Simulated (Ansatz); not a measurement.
Take PtTe2 (space group P-3m1, No. 164; a = 4.0090 Å, c = 4.9600 Å; layered; relaxed with 0.1 eV smearing) as the base. Axes: x lies along a and z along c of the hexagonal cell.

The values are results of PBEsol-D3(BJ)/PAW in Ansatz (an electronic-structure program), no spin-orbit coupling, not measurements.

For the base:

```
Property                        Result
-----------------------------  -------
Pressure                       0.0 GPa
Shortest interatomic distance  2.675 Å
```

Modification: tensile biaxial strain of 0.50 % in the plane normal to [001], as in epitaxy on a mismatched substrate; the out-of-plane cell vector and the atoms relax.

Estimate the effect on the out-of-plane strain, pressure and shortest interatomic distance.

The out-of-plane strain comes out as -0.60 %; the pressure (mean of the normal stresses, compression positive) goes from zero to -0.6 GPa; the shortest interatomic distance increases by 0.005 Å (2.675 Å → 2.680 Å).

Whether these cells are dynamically stable was not tested. All final runs are without spin polarisation.
